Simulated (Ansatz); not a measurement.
A periodic model of amorphous Al28O43Ba:

```xyz
72
Lattice="9.1341 0.0545 0.1571 0.0545 9.4685 0.0644 0.1571 0.0644 9.3079" Properties=species:S:1:pos:R:3 pbc="T T T"
Al     5.6137     2.9632     6.9459
Al     5.5637     3.6866     2.6041
Al     2.7883     3.7421     4.2046
Al     2.5240     2.6284     6.9967
Al     3.5084     7.3337     5.0697
Al     5.4419     5.2496     4.6313
Al     6.6206     6.9890     6.6740
Al     1.4765     8.0733     2.3744
Al     0.2156     2.4723     4.7325
Al     4.9424     0.2052     6.8028
Al     0.4391     7.2703     4.9781
Al     0.5631     4.1616     9.1453
Al     2.5906     0.5783     4.6897
Al     1.0374     9.2004     7.1824
Al     5.5866     1.1995     3.9280
Al     3.3670     0.9809     1.8042
Al     3.3224     7.8572     9.3898
Al     3.3597     5.7996     2.0699
Al     4.9015     5.7679     8.5940
Al     7.4864     0.1299     5.3222
Al     8.2433     1.9660     8.0502
Al     0.8290     0.7585     0.2825
Al     7.7200     0.6701     2.5541
Al     2.0805     5.4380     7.1287
Al     5.8462     0.7138     9.3408
Al     3.5886     3.1075     0.2072
Al     8.2654     4.6525     6.1844
Al     0.3653     5.1281     2.8623
O      5.0801     6.5382     5.8352
O      4.1071     1.9128     7.0899
O      4.4987     6.6124     0.8342
O      0.2836     9.3942     1.8305
O      2.2750     3.7526     8.4659
O      4.8038     9.0494     8.5670
O      6.4293     5.1167     3.1481
O      1.7244     1.1660     6.3217
O      8.9209     4.9296     1.4006
O      6.6917     9.1715     3.8151
O      2.0184     8.9107     8.6131
O      8.4703     1.2269     4.1999
O      6.8759     0.0704     1.1030
O      6.5214     1.8748     8.1168
O      3.2874     6.3888     8.0549
O      6.4660     4.2733     6.0256
O      6.0124     1.4601     5.6273
O      4.8668     4.0137     8.2899
O      3.8091     8.9883     5.7315
O      3.9200     1.0079     3.4823
O      8.6911     2.8211     6.5657
O      4.5592     3.6458     4.1877
O      1.9906     8.5017     4.0808
O      8.9013     0.4020     8.3551
O      9.1029     8.7962     5.9950
O      4.6314     1.7666     0.8577
O      9.0232     4.2433     4.5163
O      1.8735     2.2077     4.1089
O      1.9932     6.7177     1.2797
O      2.0812     4.7300     2.9675
O      4.1539     4.1625     1.5686
O      3.0236     8.8215     1.6255
O      6.5363     6.2961     8.2534
O      8.0849     6.4170     5.8011
O      6.5584     8.7324     6.6135
O      2.1674     1.8832     0.8841
O      3.9967     6.3259     3.6829
O      0.3193     5.0390     7.5543
O      1.9183     6.6928     5.8349
O      6.4919     2.1939     2.7589
O      0.2008     6.8887     3.2501
O      9.0865     2.5717     9.4473
O      2.5235     4.0719     5.9574
Ba     7.0903     6.9731     1.3978
```

The numbers are results of PBE, scalar-relativistic without spin-orbit coupling (plane waves to 420 eV, PAW; Ansatz, a quantum-chemistry and plane-wave program), not measurements.

It comes from a melt-quench run on a machine-learned potential (CHGNet), relaxed afterwards by DFT. O atoms were pushed apart under 1.9 Å during the dynamics, to hinder bonds among them. The hot cell started wider than the set density and was brought back towards it in steps. It is the lowest in DFT energy of 2 quenches. It is a model cell: composition and starting density were chosen by hand, and all elements were melted together. No dispersion term was used. Its density started from a set value of 3.26 and ended at 3.26 g/cm³. The quench (nominally 340 K/ps over its main leg) was far faster than any real one, so the model tends to hold more defects than a real film. Values belong to this one cell and scatter from quench to quench. The volume was held where the preparation left it and the shape relaxed, at a PBE pressure of 3.8 GPa. Stress components on the final sampling reach 3.9 GPa.

Cut-offs for bonds: Al-Al 2.66 Å, Al-O 2.30 Å, Al-Ba 3.70 Å, O-O 1.58 Å, O-Ba 3.37 Å, Ba-Ba 4.73 Å. Two cations that share two anions don't count as bonded, nor two that share one unless they lie closer than Al-Al 2.59 Å, Al-Ba 3.60 Å, Ba-Ba 4.60 Å.

Task: Give the coordination numbers, mean bond lengths and angles.

Result: 
| Item | Value |
|---|---|
| Mean coordination of Al by anions | 4.57 (13 with 4, 14 with 5, 1 with 6) |
| Mean coordination of O | 3.14 (37 with 3, 6 with 4) |
| Mean coordination of Ba by anions | 7.00 (1 with 7) |
| Mean Al-O bond | 1.843 Å (spread 0.093 Å, 128 counted) |
| Mean O-Ba bond | 2.800 Å (spread 0.239 Å, 7 counted) |
| Bond angle at Al | mean 107.4°, spread 23.3° |
| Bond angle at O | mean 114.8°, spread 16.4° |
| Bond angle at Ba | mean 100.2°, spread 30.8° |

Task: List the pairs of like atoms that count as bonded by the rules above.

Result: There are none by these rules.
